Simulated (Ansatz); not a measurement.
Base system: Rh in the fcc (Cu type) structure (space group Fm-3m, No. 225; a = 3.802 Å; relaxed with 0.1 eV smearing). Axes: x, y, z lie along the cube axes.

Calculations: Ansatz (an electronic-structure program), r2SCAN, PAW, cutoff 500 eV, without spin-orbit coupling.

The change: tensor shear ε_xy = +1.43 % (engineering shear γ = 0.0286); the atoms relax in the strained cell.

Predict the stress tensor and what it implies for the stiffness.

Stress of the strained cell less that of the base (GPa, compression positive):
```
    0.5    -5.6     0.0
   -5.6     0.5     0.0
    0.0     0.0     0.0
```

Then −Δσ/γ with γ = 2ε = 0.0286 gives secant stiffness values (nonlinear terms included at this strain): C66 ≈ 195 GPa.

As a check, the harmonic strain energy −½ V₀ Δσ:ε is 6.8 meV/atom; the computed energy rise is 6.8 meV/atom.

Whether these cells are dynamically stable was not tested. All final runs are without spin polarisation.
